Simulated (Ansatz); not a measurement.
# Hypothetical cubic perovskite NaZnCl3: response to strain

Base system: NaZnCl3 in the cubic perovskite structure (space group Pm-3m, No. 221; a = 4.859 Å; a hypothetical phase, not in the database extracts checked). Axes: x, y, z lie along the cube axes.

Strains are applied to the cell and any free atomic positions relax; under biaxial strain the out-of-plane vector relaxes too; under stress the whole cell relaxes.

All numbers come from DFT with r2SCAN, PAW potentials and a 500 eV plane-wave cutoff in Ansatz (an electronic-structure program), no SOC.

Notes on the quantities. pressure: mean of the normal stresses, compression positive.

| change | gap character | space group | pressure | volume per atom |
|---|---|---|---|---|
| base | indirect, R → Γ | Pm-3m (No. 221) | 0.01 GPa | 22.94 Å³ |
| biaxial strain −1.98 %, plane normal [001], relaxed out of plane | indirect, A → Γ | P4/mmm (No. 123) | 1.05 GPa | 22.46 Å³ |
| isotropic strain +2.08 % | indirect, R → Γ | Pm-3m (No. 221) | -2.27 GPa | 24.41 Å³ |
| uniaxial stress, 0.5 GPa tension along z | indirect, A → Γ | P4/mmm (No. 123) | – | 23.04 Å³ |
| tensor shear ε_xy = −0.34 % | indirect, T → Γ | Cmmm (No. 65) | 0.01 GPa | 22.94 Å³ |
| tensor shear ε_yz = +3.58 % | indirect, T → Γ | Cmmm (No. 65) | 0.09 GPa | 22.91 Å³ |
| tensor shear ε_yz = −3.75 % | indirect, T → Γ | Cmmm (No. 65) | 0.10 GPa | 22.91 Å³ |

Beyond what the load breaks, stability against distortions was not tested. Many cubic perovskites are stable only at high temperature; tilts and polar distortions were not tested. Labels are those of the standard path for the cell's own space group.
